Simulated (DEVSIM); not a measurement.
abrupt CdTe n-p junction

System: abrupt CdTe n-p junction, at 300 K.

| layer (left to right) | material | thickness (μm) | Nd (cm⁻³) | Na (cm⁻³) | τn (s) | τp (s) |
|---|---|---|---|---|---|---|
| 1 | CdTe | 10.0 | 4.5e15 | - | 1.7e-9 | 1.7e-9 |
| 2 | CdTe | 180 | - | 4.1e14 | 1.7e-9 | 1.7e-9 |

Left contact: ohmic. Right contact: ohmic. Voltage is applied to the left contact. Recombination: SRH at mid-gap. Mobility is μmin + (μ − μmin)/(1 + (N/Nref)^α).

The device is made up for the run: typed textbook-type constants, with dimensions and the other settings drawn at random. Values at 300 K.

| parameter | CdTe |
|---|---|
| gap (eV) | 1.5 |
| affinity (eV) | 4.28 |
| permittivity | 10.2 |
| Nc (cm⁻³) | 8e17 |
| Nv (cm⁻³) | 1.8e19 |
| μn (cm²/Vs) | 1000 |
| μp (cm²/Vs) | 80 |
| μn,min | 100 |
| μp,min | 10 |
| Nref,n | 1e17 |
| Nref,p | 1e17 |
| αn | 0.6 |
| αp | 0.6 |

Simulated with DEVSIM: 1D drift-diffusion, Boltzmann statistics, complete ionisation; no tunnelling, impact ionisation, image-force lowering or self-heating.

```yaml
potential_step_across_the_device_at_zero_bias: 1.090 V
largest_field_in_the_device_at_zero_bias: 12000 V/cm
```

Small-signal capacitance in reverse bias (quasi-static):

```tsv
V (V)	C (nF/cm²)
0.4	4.35
1	3.65
2	2.99
3	2.60
4	2.32
6	1.97
8	1.73
10	1.57
13	1.39
16	1.26
20	1.14
```

Dark reverse current:

```
V (V)  J (A/cm²)
-----  ---------
0.40      2.0e-9
1.00      4.0e-9
2.00      6.6e-9
3.00      8.7e-9
4.00      1.1e-8
6.00      1.4e-8
8.00      1.6e-8
10.00     1.9e-8
13.00     2.2e-8
16.00     2.5e-8
20.00     2.8e-8
```
